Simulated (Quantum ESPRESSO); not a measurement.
# Convergence study of the k-point mesh for Ba (Im-3m, 1 atom in the cell)

```
Ba
1.0
    2.49745     2.49745     2.49745
   -2.49745     2.49745     2.49745
   -2.49745    -2.49745     2.49745
Ba
1
Cartesian
  0.00000   0.00000   0.00000
```

Method of the run: PBE, SSSP 1.1.2 efficiency (PBE) pseudopotentials (plane waves; Quantum ESPRESSO).

Base settings: ecutwfc = 45 Ry; ecutrho = 360 Ry; occupations = smearing; smearing = gaussian; degauss = 0.0073499 Ry; potentials = {Ba: Ba.pbe-spn-kjpaw_psl.1.0.0.UPF}; K_POINTS = automatic 8 8 8 0 0 0; conv_thr = 1e-10 Ry; mixing_beta = 0.3.

The second cell is the first with its lattice scaled by 0.98.

Only quantities that move along the ladder and can be compared are tabulated.

The count of work is k-points × plane waves × bands × iterations; it is no time. 

The starting cell has typed, rounded lattice constants, without a prior relaxation at this level. Its lattice was rescaled by up to half a per cent.

```tsv
K_POINTS	free energy less the last step's (meV/atom)	energy of the compressed cell less the first (meV/atom)	pressure (GPa)	count of work / last
automatic 2 2 2 0 0 0	-648.34	-93.90	-4.12	0.0044
automatic 3 3 3 0 0 0	93.89	-8.83	-0.54	0.0052
automatic 4 4 4 0 0 0	4.75	16.73	0.40	0.021
automatic 5 5 5 0 0 0	-7.53	5.99	-0.03	0.016
automatic 6 6 6 0 0 0	7.75	13.03	0.27	0.029
automatic 7 7 7 0 0 0	5.67	12.02	0.23	0.031
automatic 8 8 8 0 0 0	-4.05	9.41	0.11	0.042
automatic 9 9 9 0 0 0	0.88	10.81	0.18	0.054
automatic 10 10 10 0 0 0	1.10	10.49	0.16	0.097
automatic 11 11 11 0 0 0	-1.01	10.57	0.16	0.099
automatic 12 12 12 0 0 0	0.21	10.15	0.16	0.096
automatic 15 15 15 0 0 0	-0.15	10.24	0.15	0.21
automatic 16 16 16 0 0 0	0.08	10.47	0.16	0.19
automatic 18 18 18 0 0 0	-0.05	10.41	0.16	0.26
automatic 20 20 20 0 0 0	-0.01	10.44	0.16	0.34
automatic 22 22 22 0 0 0	-0.01	10.40	0.16	0.44
automatic 25 25 25 0 0 0	0.00	10.40	0.16	0.60
automatic 27 27 27 0 0 0	0.00	10.40	0.16	0.74
automatic 30 30 30 0 0 0	0.00	10.39	0.16	1.0
```

Coarsest K_POINTS that holds the pressure within 0.1 GPa of the last step, with all finer ones: automatic 7 7 7 0 0 0, at 0.031 of the last step's count of work; the step before is off by 0.11 GPa.

Coarsest K_POINTS that holds the energy of the compressed cell less the first within 0.2 meV/atom of the last step, with all finer ones: automatic 15 15 15 0 0 0, at 0.21 of the last step's count of work; the step before is off by 0.24 meV/atom.

Coarsest K_POINTS that holds the free energy within 2 meV/atom of the last step, with all finer ones: automatic 9 9 9 0 0 0, at 0.054 of the last step's count of work; the step before is off by 4.1 meV/atom.

The energy difference between the two cells stays within 1 meV/atom of the last step's from automatic 8 8 8 0 0 0 on, the total only from automatic 12 12 12 0 0 0 on: much of the error is common to both cells and cancels.
